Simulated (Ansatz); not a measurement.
Fluorite CoSi₂ was calculated with PBEsol (PAW; Ansatz, a first-principles code).

Settings: plane-wave cutoff 520 eV, 12×12×12 k mesh, Fermi–Dirac smearing 0.1 eV, perturbation theory, force constants from a 4×4×4 q mesh, no spin polarisation, scalar-relativistic PAW data made under PBE.

### Question
What does this level give for the zero-point energy?

### Answer

zero-point energy: 0.054 eV/atom

It cost very roughly 26 core-minutes of CPU time.
